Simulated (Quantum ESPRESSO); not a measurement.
Quantum ESPRESSO run on MnSi (P2_13, 8 atoms in the cell): self-consistent single point.

Level of theory: PBE, SSSP 1.1.2 efficiency (PBE) pseudopotentials (plane waves; Quantum ESPRESSO 7.5).

The change in words: lattice scaled by 0.98. Reference geometry:
```
MnSi
1.0
    4.48425     0.00000     0.00000
    0.00000     4.48425     0.00000
    0.00000     0.00000     4.48425
Mn Si
4 4
Direct
  0.36354   0.13646   0.86354
  0.13646   0.86354   0.36354
  0.86354   0.36354   0.13646
  0.63646   0.63646   0.63646
  0.65422   0.84578   0.15422
  0.84578   0.15422   0.65422
  0.15422   0.65422   0.84578
  0.34578   0.34578   0.34578
```
Moments meant for the start (each program seeds them in its own way; μB, in the order of the atoms Mn Mn Mn Mn Si Si Si Si): 4.0 4.0 4.0 4.0 0.0 0.0 0.0 0.0.

Reference input (self-consistent single point, DFT, PBE, plane waves, SSSP 1.1.2 efficiency (PBE) pseudopotentials): ecutwfc = 50 Ry; ecutrho = 400 Ry; occupations = smearing; smearing = fermi-dirac; degauss = 0.0036749 Ry; nspin = 2; potentials = {Mn: mn_pbe_v1.5.uspp.F.UPF, Si: Si.pbe-n-rrkjus_psl.1.0.0.UPF}; K_POINTS = automatic 5 5 5 0 0 0; conv_thr = 1e-09 Ry; mixing_beta = 0.2. This run's input differs from it in these lines:

```diff
@@ -40,5 +40,5 @@
 CELL_PARAMETERS {angstrom}
-   4.4842500000     0.0000000000     0.0000000000
-   0.0000000000     4.4842500000     0.0000000000
-   0.0000000000     0.0000000000     4.4842500000
+   4.3945650000     0.0000000000     0.0000000000
+   0.0000000000     4.3945650000     0.0000000000
+   0.0000000000     0.0000000000     4.3945650000
```

Output (repeated stretches shortened):

```
     Self-consistent Calculation

     iteration #  1     ecut=    50.00 Ry     beta= 0.20

---- Real-time Memory Report at c_bands before calling an iterative solver
           295 MiB given to the printing process from OS
           117 MiB allocation reported by mallinfo(arena+hblkhd)
------------------

     total energy              =    -889.79084930 Ry
     estimated scf accuracy    <       6.18934199 Ry

     total magnetization       =     6.40 Bohr mag/cell
     absolute magnetization    =     8.09 Bohr mag/cell

     iteration #  2     ecut=    50.00 Ry     beta= 0.20

   [... lines left out ...]
           168 MiB allocation reported by mallinfo(arena+hblkhd)
------------------

     Magnetic moment per site  (integrated on atomic sphere of radius R)
     atom   1 (R=0.208)  charge= 12.8597  magn=  0.8487
     atom   2 (R=0.208)  charge= 12.8597  magn=  0.8487
     atom   3 (R=0.208)  charge= 12.8597  magn=  0.8487
     atom   4 (R=0.208)  charge= 12.8597  magn=  0.8487
     atom   5 (R=0.208)  charge=  1.6459  magn= -0.0269
     atom   6 (R=0.208)  charge=  1.6459  magn= -0.0269
     atom   7 (R=0.208)  charge=  1.6459  magn= -0.0269
     atom   8 (R=0.208)  charge=  1.6459  magn= -0.0269
     End of self-consistent calculation

     the Fermi energy is    17.5515 ev

!    total energy              =    -890.75235008 Ry
     estimated scf accuracy    <          8.4E-10 Ry
     smearing contrib. (-TS)   =      -0.00264991 Ry
     internal energy E=F+TS    =    -890.74970017 Ry

     total magnetization       =     3.43 Bohr mag/cell
     absolute magnetization    =     3.89 Bohr mag/cell

     convergence has been achieved in  34 iterations

     Forces acting on atoms (cartesian axes, Ry/au):

     atom    1 type  1   force =    -0.00831400    0.00831400   -0.00831400
     atom    2 type  1   force =     0.00831400   -0.00831400   -0.00831400
     atom    3 type  1   force =    -0.00831400   -0.00831400    0.00831400
     atom    4 type  1   force =     0.00831400    0.00831400    0.00831400
   [... lines left out ...]

     Total force =     0.028801     Total SCF correction =     0.000024

          total   stress  (Ry/bohr**3)                   (kbar)     P=      209.60
   0.00142481   0.00000000   0.00000000          209.60        0.00        0.00
   0.00000000   0.00142481   0.00000000            0.00      209.60        0.00
   0.00000000   0.00000000   0.00142481            0.00        0.00      209.60

   JOB DONE.
```

The run converged in 34 iterations. Against the reference run the free energy rises by 52.4 meV/atom, the pressure goes from 4.87 to 20.96 GPa, the largest force goes from 0.102 to 0.370 eV/Å and the size of the net moment goes from 0.47 to 0.43 μB/atom.

The starting cell comes from a database of computed structures (which also holds hypothetical and non-ambient phases and stackings), without a prior relaxation at this level. For this run, on top of that: lattice scaled by 0.98. The moments shrank to a small part of their start, a low-spin state that need not be the lowest. With a pressure of about 21 GPa the cell is away from its equilibrium volume at this level.

Cost on one core of a shared machine: roughly 3 min.
